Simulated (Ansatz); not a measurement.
A hypothetical phase is included: elements placed on a structure type, which no database files for this compound.

By PBEsol, the system below comes out a metal.

Data:

```
CELL_PARAMETERS angstrom
      3.95707     0.00000     0.00000
      0.00000     5.59614     0.00000
      1.97853     2.79807     1.97853
ATOMIC_POSITIONS crystal
  Mo 0.50000 0.75000 0.00000
  Mo 0.00000 0.50000 0.00000
```

The cell was relaxed by PBE-D3(BJ); by PBEsol it stands under a pressure of 0.9 GPa.

The current flows along the normal of the first two printed cell vectors, the (110) plane of the conventional cell. No spin-orbit coupling; the value is a mean over 0.1 eV about the Fermi level.

Question: Give the ballistic conductance per area that Ansatz (a quantum-chemistry and plane-wave program) with PBEsol yields.

Answer: 0.87 × 10¹⁵ S/m² for both spins.
